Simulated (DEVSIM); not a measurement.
Device: Schottky contact on n-type Si, at 300 K.

Layer 1 from the left is Si, thickness (μm) 0.410, Nd (cm⁻³) 1.5e16, τn (s) 7.1e-6, τp (s) 7.1e-5. Layer 2 from the left is Si, thickness (μm) 5.90, Nd (cm⁻³) 2.5e18, τn (s) 7.1e-6, τp (s) 7.1e-6.

Left contact: Schottky, work function 4.81 eV, emission velocity 1e7 cm/s. Right contact: ohmic. Voltage is applied to the left contact. Recombination: SRH at mid-gap, radiative, Auger. Mobility is constant in doping.

The device is made up for the run: typed textbook-type constants, with dimensions and the other settings drawn at random. Values at 300 K.

Si: gap (eV) 1.124, affinity (eV) 4.05, permittivity 11.7, Nc (cm⁻³) 2.86e19, Nv (cm⁻³) 3.1e19, μn (cm²/Vs) 1417, μp (cm²/Vs) 470, B (cm³/s) 4.7e-15, Cn (cm⁶/s) 2.8e-31, Cp (cm⁶/s) 9.9e-32.

DEVSIM, 1D drift-diffusion, Boltzmann statistics, complete ionisation; no tunnelling, impact ionisation, image-force lowering or self-heating. Metal contacts follow the ideal Schottky-Mott rule: no Fermi-level pinning, no interface dipoles.

What does the simulation give for the dark forward voltage at 100 A/cm², the dark forward voltage at 1 A/cm²?

dark forward voltage at 100 A/cm² 0.433 V; dark forward voltage at 1 A/cm² 0.309 V.
